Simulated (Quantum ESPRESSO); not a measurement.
Quantum ESPRESSO run on PtS2 (P-3m1, 3 atoms in the cell): self-consistent single point.

Level of theory: LDA (PZ), PSlibrary ultrasoft (LDA) pseudopotentials (plane waves; Quantum ESPRESSO 7.5).

```
CELL_PARAMETERS angstrom
      3.50474     0.00000     0.00000
     -1.75237     3.03519     0.00000
      0.00000     0.00000     5.52767
ATOMIC_POSITIONS crystal
  Pt 0.00000 0.00000 0.00000
  S  0.66667 0.33333 0.77966
  S  0.33333 0.66667 0.22034
```

Reference input (self-consistent single point, DFT, PBE, plane waves, PSlibrary ultrasoft (PBE) pseudopotentials): ecutwfc = 45 Ry; ecutrho = 450 Ry; occupations = smearing; smearing = fermi-dirac; degauss = 0.0036749 Ry; potentials = {Pt: Pt.pbe-n-rrkjus_psl.1.0.0.UPF, S: S.pbe-n-rrkjus_psl.1.0.0.UPF}; K_POINTS = automatic 6 6 3 0 0 0; conv_thr = 1e-09 Ry; mixing_beta = 0.4. This run's input differs from it in these lines:

```diff
@@ -23,4 +23,4 @@
 ATOMIC_SPECIES
-Pt   195.0840  Pt.pbe-n-rrkjus_psl.1.0.0.UPF
-S     32.0600  S.pbe-n-rrkjus_psl.1.0.0.UPF
+Pt   195.0840  Pt.pz-n-rrkjus_psl.1.0.0.UPF
+S     32.0600  S.pz-n-rrkjus_psl.1.0.0.UPF
 ATOMIC_POSITIONS {crystal}
```

Output (repeated stretches shortened):

```
     Self-consistent Calculation

     iteration #  1     ecut=    45.00 Ry     beta= 0.40

     total energy              =    -107.20021053 Ry
     estimated scf accuracy    <       0.40188254 Ry

     iteration #  2     ecut=    45.00 Ry     beta= 0.40

     total energy              =    -107.32693555 Ry
     estimated scf accuracy    <       0.19390374 Ry

     iteration #  3     ecut=    45.00 Ry     beta= 0.40

     total energy              =    -107.35012270 Ry
     estimated scf accuracy    <       0.01100951 Ry

   [... 8 blocks of this kind left out ...]

     iteration # 12     ecut=    45.00 Ry     beta= 0.40

     total energy              =    -107.35539302 Ry
     estimated scf accuracy    <       0.00000004 Ry

     iteration # 13     ecut=    45.00 Ry     beta= 0.40
     End of self-consistent calculation

     the Fermi energy is     8.4888 ev

!    total energy              =    -107.35539303 Ry
     estimated scf accuracy    <          9.8E-11 Ry
     smearing contrib. (-TS)   =      -0.00000004 Ry
     internal energy E=F+TS    =    -107.35539299 Ry

     convergence has been achieved in  13 iterations

     Forces acting on atoms (cartesian axes, Ry/au):

     atom    1 type  1   force =     0.00000000    0.00000000    0.00000000
     atom    2 type  2   force =    -0.00000000   -0.00000000   -0.00991948
     atom    3 type  2   force =     0.00000000    0.00000000    0.00991948

     Total force =     0.014028     Total SCF correction =     0.000025

          total   stress  (Ry/bohr**3)                   (kbar)     P=       16.44
   0.00017024   0.00000000   0.00000000           25.04        0.00        0.00
   0.00000000   0.00017024   0.00000000            0.00       25.04        0.00
   0.00000000   0.00000000  -0.00000516            0.00        0.00       -0.76

   JOB DONE.
```

The run converged in 13 iterations. Against the reference run the pressure goes from 8.73 to 1.64 GPa, the largest force goes from 0.751 to 0.255 eV/Å and the gap on the mesh goes from 1.413 to 1.298 eV.

The starting cell comes from a database of computed structures (which also holds hypothetical and non-ambient phases and stackings), without a prior relaxation at this level. Its lattice was rescaled by a random factor within 2.5 % of one. Spin-orbit coupling is off.

Cost on one core of a shared machine: roughly 50 s.
